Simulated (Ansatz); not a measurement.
L1₂ (Cu3Au-type) Ni₃Si, treated with r²SCANh in Ansatz (plane waves, PAW).

Run with plane-wave cutoff 520 eV, 8×8×8 k mesh, Fermi–Dirac smearing 0.05 eV, no spin polarisation, scalar-relativistic PAW data made under PBE.

Computed at the level's own relaxed cell.

Question: Estimate the equilibrium volume per atom, bulk modulus, equilibrium lattice constant a and pressure derivative B′ of the bulk modulus that the calculation returns.

Answer: 
- equilibrium volume per atom: 10.28 Å³/atom
- bulk modulus: 247 GPa
- equilibrium lattice constant a: 3.451 Å
- pressure derivative B′ of the bulk modulus: 4.8

Measured, for comparison: equilibrium volume per atom 10.81 Å³/atom, lattice constant a 3.510 Å (temperature not stated, no zero-point or thermal correction; as tabulated in Metallic Nickel Silicides: Experiments and Theory for NiSi and First Principles …). Computed (rounded) less measured: equilibrium volume per atom -4.9 %, lattice constant a -1.7 %. A static lattice is as a rule a little smaller and stiffer than an uncorrected measurement, which narrows the difference in the lattice constant a and would widen misses of the other sign.

Note: the run has no spin polarisation, so it can have missed a magnetic state.

Ansatz is a first-principles code.
